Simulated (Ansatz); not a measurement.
**Amorphous Zr₂₀O₄₂Ge**

It comes from a melt-quench run on a machine-learned potential (CHGNet), relaxed afterwards by DFT. O atoms were pushed apart under 1.9 Å during the dynamics, to hinder bonds among them. The hot cell started wider than the set density and was brought back towards it in steps. It is the lowest in DFT energy of 2 quenches. It is a model cell: composition and starting density were chosen by hand, and all elements were melted together. No dispersion term was used. Cycles of charging and discharging annealed it further.

Methods: PBE, scalar-relativistic without spin-orbit coupling (Ansatz, a first-principles code); r2SCAN, scalar-relativistic without spin-orbit coupling (Ansatz); HSE06, scalar-relativistic without spin-orbit coupling (Ansatz). Geometry, pressure, stress and energy are those of the PBE run. Its sampling: a 2×2×2 Γ-centred mesh; Fermi-Dirac width 0.02 eV; no spin polarisation. Other functionals are single points at the zone centre (r2SCAN at 500 eV; exact exchange cut at the cell's faces), free to take moments where seeds were set. At PBE the levels at the filled edge of the gap are localised (band-tail or defect states).

The number of atoms in the cell is 63 and the density (held, not predicted) is 5.24 g/cm³. The volume per atom is 12.93 Å^3 and the pressure on a 2×2×2 Γ-centred mesh comes out as 2.72 GPa. The largest force and stress component on that mesh (the relaxation ran on the zone centre alone) is 0.11 eV/Å and 3.2 GPa. The level gap on a 2×2×2 Γ-centred mesh (PBE) is 3.58 eV and the level gap at the zone centre (PBE) comes out as 3.77 eV. The level gap at the zone centre (r2SCAN) is 4.25 eV and the level gap at the zone centre (HSE06) is 5.36 eV.

Neighbours within Zr-Zr 3.41 Å, Zr-O 2.82 Å, Zr-Ge 3.03 Å, O-O 1.58 Å, O-Ge 2.23 Å, Ge-Ge 2.81 Å count as bonded. Two cations that share two anions don't count as bonded, nor two that share one unless they lie closer than Zr-Zr 3.32 Å, Zr-Ge 2.94 Å, Ge-Ge 2.57 Å.

```
Property                                                                   Value
---------------------------------  ---------------------------------------------
Mean coordination of Zr by anions  6.50 (1 with 5, 9 with 6, 9 with 7, 1 with 8)
Mean coordination of O                     3.19 (4 with 2, 26 with 3, 12 with 4)
Mean coordination of Ge by anions                                4.00 (1 with 4)
Mean Zr-O bond                             2.165 Å (spread 0.152 Å, 130 counted)
Mean O-Ge bond                               1.774 Å (spread 0.024 Å, 4 counted)
```

Its density started from a set value of 5.24 g/cm³. The quench (nominally 450 K/ps over its main leg) was far faster than any real one, so the model tends to hold more defects than a real film. A cell of this size samples the disorder only roughly. The volume was held where the preparation left it and the shape relaxed, at a PBE pressure of 2.7 GPa. Stress components on the final sampling reach 3.2 GPa. Cycles of charging lowered its energy after that relaxation.
